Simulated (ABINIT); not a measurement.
Band structure of KCl (Fm-3m, 2 atoms in the cell).

```yaml
crystal:
  lattice:
    - [0.00000, 3.14500, 3.14500]
    - [3.14500, 0.00000, 3.14500]
    - [3.14500, 3.14500, 0.00000]
  atoms:
    - { symbol: K, position: [0.00000, 0.00000, 0.00000] }
    - { symbol: Cl, position: [0.50000, 0.50000, 0.50000] }
```

Computed with PBE, PAW (JTH v2.0 PBE PAW) (plane waves; ABINIT 10.0.3).

Settings: pseudos = [K.GGA_PBE-JTH.xml, Cl.GGA_PBE-JTH.xml]; ecut = 707 eV; pawecutdg = 1415 eV; pawxcdev = 0; occopt = 3; tsmear = 0.00183747 Ha; ngkpt = 6 6 6; nshiftk = 1; shiftk = 0 0 0; potentials = JTH v2.0 PBE PAW; kptopt = 1; nstep = 60; tolvrs1 = 1e-11.

The starting cell has typed, rounded lattice constants, without a prior relaxation at this level.

Question: Predict the gap along the standard path and the places of the band edges.

Answer: The gap along the path is 5.19 eV, direct at Γ to within 0.01 eV.

Levels in eV from the top of the valence band on the SCF mesh, bands 5 to 12:
```tsv
point	5	6	7	8	9	10	11	12
Γ	-10.65	0.00	0.00	0.00	5.19	8.36	8.36	8.36
X	-10.70	-0.66	-0.22	-0.22	6.53	8.34	10.08	10.20
W	-10.56	-0.49	-0.47	-0.47	8.03	8.03	9.44	9.86
K	-10.59	-0.56	-0.55	-0.29	7.27	9.07	9.31	10.08
L	-10.41	-1.05	-0.32	-0.32	7.58	8.61	10.52	10.52
U	-10.59	-0.56	-0.55	-0.29	7.27	9.07	9.31	10.08
```
